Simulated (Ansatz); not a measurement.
Base system: GaSb in the zinc blende structure (space group F-43m, No. 216; a = 6.111 Å). Axes: x, y, z lie along the cube axes.

Method: PBEsol (Ansatz, a quantum-chemistry and plane-wave program; PAW; 420 eV plane waves; without spin-orbit coupling).

One thing is altered: an isotropic linear strain of +2.00 %; the atoms relax in the strained cell.

**Question.** Predict the stress tensor and what it implies for the stiffness.

**Answer.** Stress of the strained cell less that of the base (GPa, compression positive):
```
   -2.7     0.0     0.0
    0.0    -2.7     0.0
    0.0     0.0    -2.7
```

Then B = −ΔP/(ΔV/V₀) with ΔV/V₀ = 0.0612 gives secant stiffness values (nonlinear terms included at this strain): B ≈ 43 GPa.

As a check, the harmonic strain energy −½ V₀ Δσ:ε is 14 meV/atom; the computed energy rise is 15 meV/atom.

Whether these cells are dynamically stable was not tested. The final runs are not spin-polarised.
